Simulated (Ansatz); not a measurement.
Input:

```yaml
crystal:
  lattice:
    - [0.00000, 2.99309, 2.99309]
    - [2.99309, 0.00000, 2.99309]
    - [2.99309, 2.99309, 0.00000]
  atoms:
    - { symbol: As, position: [0.75000, 0.75000, 0.75000] }
    - { symbol: Y, position: [0.00000, 0.00000, 0.00000] }
```

No spin polarisation.

The values are results of plane-wave PAW DFT at the PBEsol level (Ansatz, an electronic-structure program, 420 eV), no spin-orbit coupling, not measurements. Γ-centred 9×9×9 mesh, Fermi–Dirac width 0.05 eV.

Q: Predict the band gap, width of the top valence band and gap character.

A: 
- Band gap = 1.20 eV
- Width of the top valence band = 1.25 eV
- Gap character = direct at X

Load acts through the strain it causes; cell and atoms are relaxed under it. Whether these cells are dynamically stable was not tested. No other phases were tried under pressure. The cell was made from YAs in the zinc blende structure (space group F-43m, No. 216; a hypothetical phase, not in the database extracts checked) by this change: pressure 15 GPa.
